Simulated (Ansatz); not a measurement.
## (Ni,Pt)Ge alloys, MnP type start, 16-atom cells

Cells and atoms relaxed. Order is of the mixed sites (0 random, negative unlike neighbours favoured); cells of high symmetry are ordered arrangements. Sheared cells and those that changed their type are left out. Enthalpies are against end members in the MnP type type. The MnP type type need not be the stable form of every end member, so that mixing against the stable forms can cost more.

Level of theory: PBE (plane waves to 420 eV, PAW; Ansatz, a first-principles code). Spin–orbit coupling is left out; the runs are not spin-polarised.

```json
[
 {"site fractions": "(1) Ni 0.500, Pt 0.500", "space group": "P1", "order in the first shell": "0.00", "volume (Å³/atom)": "[?]", "mixing enthalpy (meV a site of the first mixed sublattice)": "4"},
 {"site fractions": "(2) Ni 0.500, Pt 0.500", "space group": "P-1", "order in the first shell": "0.00", "volume (Å³/atom)": "15.38", "mixing enthalpy (meV a site of the first mixed sublattice)": "13"},
 {"site fractions": "(3) Ni 0.750, Pt 0.250", "space group": "P-1", "order in the first shell": "0.00", "volume (Å³/atom)": "14.58", "mixing enthalpy (meV a site of the first mixed sublattice)": "7"},
 {"site fractions": "(4) Ni 0.875, Pt 0.125", "space group": "Cm", "order in the first shell": "-0.14", "volume (Å³/atom)": "14.15", "mixing enthalpy (meV a site of the first mixed sublattice)": "6"}
]
```

Task: Some entries are withheld; supply them.

Result: 
- (1) Ni 0.500, Pt 0.500, volume (Å³/atom): 15.35
